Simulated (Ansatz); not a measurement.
Model: Si(111) 1x1 surface, 6 top atoms, 3 bilayers, bottom bilayer H-capped and fixed, every top atom capped by Cl; cell 11.5 x 6.6 Å; about 7 Å thick over the host's atoms, 18 atoms held. The numbers are results of PBE-D3(BJ) (plane waves to 420 eV, PAW; Ansatz, an electronic-structure program), not measurements. Sampling: 1x2x1 k points. The slab states are spin-polarised. Slab thickness, cell and mesh are as stated and are not converged limits. All energies are electronic energies at 0 K, without vibrations. Each state was relaxed from one prepared geometry.

End state of this step: SiH3 abstracts Cl from the surface. Atoms near the product:

```
atom    x (Å)  y (Å)   z (Å)
------  -----  -----  ------
Si(17)  5.751  3.340   9.474
Cl(30)  3.851  0.043  11.574
Cl(31)  5.764  3.744  12.946
Cl(46)  7.652  0.044  11.574
Si(a0)  5.753  2.252  14.384
H(a1)   5.745  0.930  13.708
H(a2)   4.529  2.430  15.213
H(a3)   6.976  2.414  15.217
```

Q: What energy does it take to move SiH3Cl into the gas, one a cell, with the surface relaxed behind it, and what are its closest contacts before it leaves?

A: 0.31 eV. Its closest contacts to the rest of the cell: H(a1)...Cl(30) 2.99 Å, H(a1)...Cl(46) 3.00 Å, Cl(31)...Si(17) 3.49 Å.
